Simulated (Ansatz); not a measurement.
Base system: TiAl (space group P4/mmm, No. 123; relaxed with 0.1 eV smearing).

```yaml
crystal:
  lattice:
    - [2.76616, 0.00000, 0.00000]
    - [0.00000, 2.76616, 0.00000]
    - [0.00000, 0.00000, 4.00209]
  atoms:
    - { symbol: Ti, position: [0.00000, 0.00000, 0.00000] }
    - { symbol: Al, position: [0.50000, 0.50000, 0.50000] }
```

The values are results of plane-wave PAW DFT at the LDA level (Ansatz, a first-principles code, 420 eV), no spin-orbit coupling, not measurements.

Before the change:

| Property | Value |
|---|---|
| Pressure | 0.0 GPa |

It is then changed as follows: an isotropic linear strain of −1.00 %, atoms relaxed at fixed cell.

### Question
Estimate the effect on the pressure and energy relative to the base.

### Answer
The pressure (mean of the normal stresses, compression positive) goes from zero to 4.1 GPa; the energy goes up by 5.6 meV/atom.

Stability against distortions was not tested. The final runs are not spin-polarised.
